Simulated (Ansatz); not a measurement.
**CsGeBr₃ (Pm-3m, No. 221, 5 atoms in the cell; start mp-570223; high-temperature phase)**

Computed with r²SCAN0 (plane waves, PAW; Ansatz, an electronic-structure program).

Settings: plane-wave cutoff 520 eV, 4×4×4 k mesh, Fermi–Dirac smearing 0.01 eV, scalar-relativistic PAW data made under PBE.

Cell (relaxed with PBEsol):

```yaml
crystal:
  lattice:
    - [5.47380, 0.00000, 0.00000]
    - [0.00000, 5.47380, 0.00000]
    - [0.00000, 0.00000, 5.47380]
  atoms:
    - { symbol: Cs, position: [0.00000, 0.00000, 0.00000] }
    - { symbol: Ge, position: [0.50000, 0.50000, 0.50000] }
    - { symbol: Br, position: [0.50000, 0.50000, 0.00000] }
    - { symbol: Br, position: [0.00000, 0.50000, 0.50000] }
    - { symbol: Br, position: [0.50000, 0.00000, 0.50000] }
```

For CsGeBr₃ (Pm-3m, No. 221, 5 atoms in the cell; start mp-570223; high-temperature phase), the band gap comes out as 1.53 eV (on the SCF k mesh) and the direct gap at Γ is 7.77 eV.

Note: held by symmetry at 0 K, a high-temperature phase can be a saddle point; cell and atoms aren't relaxed at this level (pressure 1.1 GPa).

Spin–orbit coupling is not included.

Computed values are for the static lattice.

A start named mp-… is a Materials Project structure, which need not be a measured phase.
